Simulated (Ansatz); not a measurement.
Band structure of Ge (Fd-3m, 2 atoms in the cell).

```yaml
crystal:
  lattice:
    - [0.00000, 2.82012, 2.82012]
    - [2.82012, 0.00000, 2.82012]
    - [2.82012, 2.82012, 0.00000]
  atoms:
    - { symbol: Ge, position: [0.50000, 0.50000, 0.50000] }
    - { symbol: Ge, position: [0.75000, 0.75000, 0.75000] }
```

Level of theory: PBE (plane waves, PAW; Ansatz, a program for electronic structure).

Settings: basis.ecutwfc = 420 eV; kpoints.mp_grid.grid = 8 8 8; hamiltonian.xc = pbe; hamiltonian.pseudopotentials = {kind: paw} (the program's default PAW files); scf.occupations.method = fermi_dirac; scf.occupations.width = 0.1 eV; kpoints.band_path.npoints = 8.

The starting cell comes from a database of computed structures (which also holds hypothetical and non-ambient phases and stackings), without a prior relaxation at this level. Its lattice was rescaled by a random factor within 2.5 % of one.

Levels in eV from the Fermi level, bands 11 to 17:
| point | 11 | 12 | 13 | 14 | 15 | 16 | 17 |
|---|---|---|---|---|---|---|---|
| Γ | -12.90 | -0.05 | -0.05 | -0.05 | 0.06 | 2.50 | 2.50 |
| X | -8.98 | -8.98 | -3.16 | -3.16 | 0.68 | 0.68 | 9.53 |
| W | -8.88 | -8.88 | -4.00 | -4.00 | 4.30 | 4.30 | 4.67 |
| K | -9.45 | -8.38 | -4.44 | -2.72 | 1.10 | 4.05 | 7.21 |
| L | -10.79 | -7.70 | -1.47 | -1.47 | 0.15 | 3.69 | 3.69 |
| U | -9.45 | -8.38 | -4.44 | -2.72 | 1.10 | 4.05 | 7.21 |

Keys are those of Ansatz 0.2.
